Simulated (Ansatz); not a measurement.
Input and output of a self-consistent single point for TlSn (P4/mmm, 2 atoms in the cell) (Ansatz, a quantum-chemistry and plane-wave program).

Level of theory: PBEsol, default PAW files made with PBE (plane waves; Ansatz).

```xyz
2
Lattice="3.6147 0.0000 0.0000 0.0000 3.6147 0.0000 0.0000 0.0000 4.3750" Properties=species:S:1:pos:R:3 pbc="T T T"
Tl     0.0000     0.0000     0.0000
Sn     1.8074     1.8074     2.1875
```

Reference input (self-consistent single point, DFT, PBEsol, plane waves, default PAW files made with PBE): kpoints.mp_grid.grid = 9 9 8; hamiltonian.xc = pbesol; hamiltonian.pseudopotentials = {kind: paw} (the program's default PAW files); scf.occupations.method = fermi_dirac; scf.occupations.width = 0.1 eV. This run's input differs from it in these lines:

Ansatz 0.2 input:
```diff
@@ -10,3 +10,3 @@
 kpoints:
-  mp_grid: { grid: [9, 9, 8] }
+  mp_grid: { grid: [9, 9, 7] }
 hamiltonian:
```

The program printed (abridged):

```
SCF iter   1: F=—  HF=-17245.373009 eV  |F-HF|=—  |Δ(HF+E_count)|=         —  Δρ=2.46e-3  dr2=3.65e-3  ethr=1.77e-3  ⟨swp⟩=6.0  Hψ=5508  notcnv=0
all-band conjugate gradients solve this SCF's bands
preconditioner: auto → Kerker (q_TF=auto, 2.408 Å⁻¹)
SCF iter   2: F=—  HF=-17245.369647 eV  |F-HF|=—  |Δ(HF+E_count)|=   3.36e-3  Δρ=1.13e-3  dr2=8.95e-4  ethr=1.35e-5  ⟨swp⟩=2.1  Hψ=1965  notcnv=0
SCF iter   3: F=—  HF=-17245.369322 eV  |F-HF|=—  |Δ(HF+E_count)|=   3.25e-4  Δρ=2.74e-4  dr2=7.45e-5  ethr=3.32e-6  ⟨swp⟩=2.3  Hψ=1832  notcnv=0
SCF iter   4: F=—  HF=-17245.369303 eV  |F-HF|=—  |Δ(HF+E_count)|=   1.93e-5  Δρ=1.28e-4  dr2=1.08e-5  ethr=2.76e-7  ⟨swp⟩=2.0  Hψ=1878  notcnv=0
SCF iter   5: F=—  HF=-17245.369298 eV  |F-HF|=—  |Δ(HF+E_count)|=   5.26e-6  Δρ=3.22e-5  dr2=7.84e-7  ethr=4.00e-8  ⟨swp⟩=2.1  Hψ=1709  notcnv=0
SCF iter   6: F=-17245.369297 eV  HF=-17245.369297 eV  |F-HF|=4.40e-8  |Δ(HF+E_count)|=   1.65e-7  Δρ=1.09e-5  dr2=5.81e-8  ethr=3.70e-10  ⟨swp⟩=6.6  Hψ=5174  notcnv=0
SCF 1 converged in 6 iterations: F = -17245.369297 eV  dr2 = 5.81e-8
Free energy (F): -17245.369297 eV
Internal energy: -17245.333837 eV  (E = F + TS)
E sigma→0 (E₀):  -17245.351567 eV
Entropy (-TS):   -0.035461 eV (-17.730 meV/atom)
Fermi energy:    10.133389 eV
--- Forces (eV/Å), atoms counted from 1 ---
  atom   1  Tl    -0.00000000    -0.00000000     0.00000000
  atom   2  Sn     0.00000000     0.00000000     0.00000000
--- Stress (GPa, compression-positive) ---
       -2.089707       0.000000       0.000000
        0.000000      -2.089707       0.000000
        0.000000       0.000000      -1.399184
  P = ⅓ Tr σ = -1.8595 GPa (-18.595 kbar)
  The stress holds the Pulay correction. Without it, at fixed plane waves, as pw.x and ABINIT print it: P = -1.8940 GPa
```

The run converged in 6 iterations. Against the reference run the free energy rises by 5.7 meV/atom and the pressure moves little (-1.78 to -1.86 GPa).

The starting cell comes from a database of published, mostly measured structures (it also holds non-ambient and calculated ones), without a prior relaxation at this level. Ansatz's pressure includes its estimate of the finite-basis (Pulay) stress.
